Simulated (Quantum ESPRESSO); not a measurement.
# Sensitivity of a calculation on MgAu3 (P1, 8 atoms in the cell) to its settings

```
CELL_PARAMETERS angstrom
      5.78875     0.00000     0.00000
     -2.89438     5.01321     0.00000
      0.00000     0.00000     4.77569
ATOMIC_POSITIONS crystal
  Mg 0.66929 0.33494 0.25385
  Mg 0.33116 0.66271 0.74924
  Au 0.16159 0.33105 0.25076
  Au 0.82809 0.66151 0.74760
  Au 0.83321 0.17229 0.75762
  Au 0.17044 0.83210 0.24490
  Au 0.66985 0.83666 0.25061
  Au 0.33637 0.16874 0.74541
```

Base run A: LDA (PZ), GBRV 1.5 ultrasoft (LDA) pseudopotentials (Quantum ESPRESSO), self-consistent single point.

Its settings: ecutwfc = 40 Ry; ecutrho = 320 Ry; occupations = smearing; smearing = methfessel-paxton; degauss = 0.0073499 Ry; potentials = {Mg: mg_lda_v1.4.uspp.F.UPF, Au: au_lda_v1.uspp.F.UPF}; K_POINTS = automatic 7 7 7 0 0 0; conv_thr = 1e-11 Ry.

The starting cell comes from a database of computed structures (which also holds hypothetical and non-ambient phases and stackings), without a prior relaxation at this level. Its atoms were displaced at random from the sites of space group no. 194. In the base run, with a pressure of about -7 GPa the cell is away from its equilibrium volume at this level.

ΔF is the free energy per atom less that of run A. 

Run A gave: pressure (GPa) -7.03; largest force (eV/Å) 0.226; k-points 172.

Runs:
- B: lattice scaled by 0.97; ecutwfc: 40 Ry → 24 Ry; ecutrho: 320 Ry → 192 Ry
- C: ecutwfc: 40 Ry → 28 Ry; ecutrho: 320 Ry → 224 Ry
- D: K_POINTS: automatic 7 7 7 0 0 0 → automatic 6 6 7 0 0 0

### Question
What does run B change against A?

### Answer
The free energy rises by 379 meV/atom, the pressure goes from -7.03 to -18.13 GPa and the largest force goes from 0.226 to 0.430 eV/Å.

### Question
What does run D change against A?

### Answer
The free energy goes down by 2.0 meV/atom, the pressure stays near -7.09 GPa while the zz stress (positive for compression) goes from -6.56 to -6.89 GPa and the largest force goes from 0.226 to 0.244 eV/Å.

### Question
What does run C change against A?

### Answer
The free energy rises by 80.6 meV/atom, the pressure goes from -7.03 to -12.75 GPa and the largest force hardly changes (0.226 to 0.224 eV/Å).

```tsv
run	ΔF (meV/atom)	pressure (GPa)	largest force (eV/Å)	k-points
A	0.00	-7.03	0.226	172
B	379.3	-18.13	0.430	172
C	80.6	-12.75	0.224	172
D	-2.0	-7.09	0.244	128
```
